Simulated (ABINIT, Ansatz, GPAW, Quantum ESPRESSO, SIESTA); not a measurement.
## YIr2 (Fd-3m, 6 atoms in the cell) computed with different codes at matched settings

Self-consistent single point.

```yaml
crystal:
  lattice:
    - [0.00000, 3.74717, 3.74717]
    - [3.74717, 0.00000, 3.74717]
    - [3.74717, 3.74717, 0.00000]
  atoms:
    - { symbol: Y, position: [0.50000, 0.50000, 0.50000] }
    - { symbol: Y, position: [0.75000, 0.75000, 0.75000] }
    - { symbol: Ir, position: [0.62500, 0.12500, 0.12500] }
    - { symbol: Ir, position: [0.12500, 0.12500, 0.62500] }
    - { symbol: Ir, position: [0.12500, 0.62500, 0.12500] }
    - { symbol: Ir, position: [0.12500, 0.12500, 0.12500] }
```

All programs got the same cell, k-point mesh and kind of occupations (in Ansatz's words: kpoints.mp_grid.grid = 6 6 6; scf.occupations.method = fermi_dirac; scf.occupations.width = 0.136 eV); potentials, basis and cutoffs are each program's usual ones.

| code | model | pressure (GPa) | k-points | cutoff |
|---|---|---|---|---|
| ABINIT | PBEsol, norm-conserving pseudopotentials (PseudoDojo nc-sr-04 PBEsol standard) | -0.05 | 16 | 980 eV |
| SIESTA | GGA PBEsol, numerical atomic orbitals DZP, PseudoDojo PBEsol standard norm-conserving potentials (rewritten from UPF to PSML) | -1.63 | 132 | grid 300 Ry |
| Ansatz | PBEsol, PAW files made with PBE | 0.09 | 16 | default |
| Quantum ESPRESSO | PBEsol, PseudoDojo standard norm-conserving (PBESOL) pseudopotentials | -0.04 | 16 | 75 Ry |
| GPAW | PBEsol, GPAW PAW datasets PBEsol (made by gpaw-setup) | -0.59 | 16 | 600 eV |

The spread over the programs that give each value: pressure within 1.72 GPa.

The starting cell comes from a database of computed structures (which also holds hypothetical and non-ambient phases and stackings), without a prior relaxation at this level. Its lattice was rescaled by a random factor within 2.5 % of one. On Ansatz's run: Spin-orbit coupling is off. Spin polarisation is off.

**Question.** Why do the programs differ, and what cannot be compared?

**Answer.** Differences of this kind can come from the potentials, where these differ, and from what each basis and cutoff leave unconverged. The valence holds different numbers of electrons (ABINIT 90, SIESTA 90, Ansatz (an electronic-structure program) 90, Quantum ESPRESSO 90, GPAW 82). The zero of total energies and Fermi levels follows the potentials and each program's conventions, so they are not compared here. SIESTA uses small atom-centred bases, whose incompleteness enters pressures, forces and empty levels differently from a plane-wave cutoff. Ansatz's pressure is given at a fixed set of plane waves, as the other plane-wave codes print theirs; with its correction for the finite basis it is 0.13 GPa. The programs reduce the same mesh by symmetry to different extents, which changes the work and not the result. In the pressure, SIESTA (by 1.59) lies more than 1 GPa from the median of the plane-wave programs.

Left out of this page: Elk and FLEUR (not drawn, or without a comparable value).

Keys are those of Ansatz 0.2.
